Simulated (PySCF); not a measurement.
PySCF 2.14.0, PBE/def2-svp, df: Ga(H)(OH)2 ([OH][GaH][OH]), 6 atoms. The geometry is a generated start, not checked to be a minimum at this level.

```yaml
task: energy
method: pbe
basis: def2-svp
two_electron_scheme: density fitting
mol.max_memory: 3000 MB
mf.max_cycle: 100
mf.init_guess: minao (default)
mf.DIIS: CDIIS (default)
mf.diis_space: 8 (default)
mf.conv_tol: 1e-09 (default)
mf.grids.level: 3 (default)
basis_functions: 75
grid_points: 78496
```

```xyz
6

Ga    -0.3474    -0.1815    -0.2501
H     -1.4809    -0.8194    -1.0061
O     -0.1045     1.4590    -0.6847
H      0.5037     2.1286    -0.3750
O      0.6973    -0.8680     0.9451
H      0.7318    -1.7187     1.3709
```

One run each on 2 threads, 1 BLAS thread. Values of level_shift (Hartree) tried: 0 (default), 0.1, 0.3, 1.

Problem. Predict the course of the Fock builds along this series.

Solution. Fewest Fock builds, within one of each other: 0 (default) with 12, 0.1 with 13. The count rises to 39 at 1. All converge to one solution.

| level_shift (Hartree) | Fock builds | end |
|---|---|---|
| 0 (default) | 12 | same solution |
| 0.1 | 13 | same solution |
| 0.3 | 17 | same solution |
| 1 | 39 | same solution |
